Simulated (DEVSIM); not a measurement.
System: abrupt Ge p-n junction, at 300 K.

Layer 1 from the left is Ge, thickness (μm) 4.90, Na (cm⁻³) 4.2e16, τn (s) 0.00076, τp (s) 0.00076. Layer 2 from the left is Ge, thickness (μm) 0.400, Nd (cm⁻³) 2.2e15, τn (s) 0.00076, τp (s) 0.00076.

Left contact: ohmic. Right contact: ohmic. Voltage is applied to the left contact. Recombination: SRH at mid-gap. Mobility is μmin + (μ − μmin)/(1 + (N/Nref)^α).

The device is made up for the run: typed textbook-type constants, with dimensions and the other settings drawn at random. Values at 300 K.

Ge: gap (eV) 0.664, affinity (eV) 4, permittivity 16, Nc (cm⁻³) 1.04e19, Nv (cm⁻³) 6e18, μn (cm²/Vs) 3900, μp (cm²/Vs) 1900, μn,min 150, μp,min 100, Nref,n 2.6e17, Nref,p 4e17, αn 0.56, αp 0.6.

Simulated with DEVSIM: 1D drift-diffusion, Boltzmann statistics, complete ionisation; no tunnelling, impact ionisation, image-force lowering or self-heating.

### Question
What does the simulation give for the dark forward voltage at 100 A/cm², the largest field in the device at zero bias, the potential step across the device at zero bias?

### Answer
dark forward voltage at 100 A/cm² 0.194 V; largest field in the device at zero bias 14000 V/cm; potential step across the device at zero bias 0.317 V.
